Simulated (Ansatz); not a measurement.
Start from ZrO2 (space group P4_2/nmc, No. 137).

```
CELL_PARAMETERS angstrom
      3.58446     0.00000     0.00000
      0.00000     3.58446     0.00000
      0.00000     0.00000     5.17872
ATOMIC_POSITIONS crystal
  Zr 0.00000 0.00000 0.00000
  Zr 0.50000 0.50000 0.50000
  O  0.00000 0.50000 0.20116
  O  0.00000 0.50000 0.70116
  O  0.50000 0.00000 0.29884
  O  0.50000 0.00000 0.79884
```

All numbers come from PBEsol, PAW, 420 eV (Ansatz, an electronic-structure program; scalar-relativistic without spin-orbit coupling), earlier PAW set.

Before the change:

| Property | Value |
|---|---|
| Gap character | indirect, M–Γ (56 % along) → Γ |
| Gap between the host's bands | 4.00 eV |

One thing is altered: electron doping at 3.0×10^21 cm⁻³ (0.200 per cell), with a uniform compensating background at fixed cell and a 300 K Fermi–Dirac width.

How does this affect the gap character, gap between the host's bands and Fermi level from band edge?

The gap character stays indirect, M–Γ (56 % along) → Γ; the gap between the host's bands rises by 0.071 eV, from 4.00 eV to 4.08 eV; the Fermi level relative to the doped band's edge (positive inside the band; to 0.05 eV) is +0.45 eV.

Charged cell with a jellium background: band edges are those of the host's band count, energies are not comparable with the neutral cell, and many-body gap narrowing is missing. No phonon test of stability was made. This is not the structure that ZrO2 has at room temperature and ambient pressure.
